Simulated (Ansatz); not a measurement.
Cubic perovskite CsPbBr3 (cubic high-temperature phase), treated with PBE-D4 (Ansatz, an electronic-structure program, PAW).

Numerical settings: plane-wave cutoff 500 eV, 6×6×6 k mesh, gaussian smearing 0.02 eV, scalar-relativistic PAW data made under PBE.

Computed at the level's own relaxed cell.

Problem. Estimate the equilibrium volume per atom, lattice constant a and band gap that the calculation returns.

Solution. 
- equilibrium volume per atom: 41.57 Å³/atom
- lattice constant a: 5.924 Å
- band gap: 1.64 eV (on the SCF k mesh)

Note: a distance lies near a switch of the dispersion term, which can move the cell; the relaxation could not lower the start's symmetry, so the cell can be a saddle point above a distorted one.

Spin–orbit coupling is not included; with these elements it can move the gap by several tenths of an eV or more.

Static lattice: no zero-point or thermal effects.

Cost on a shared machine: very roughly 40 core-seconds.
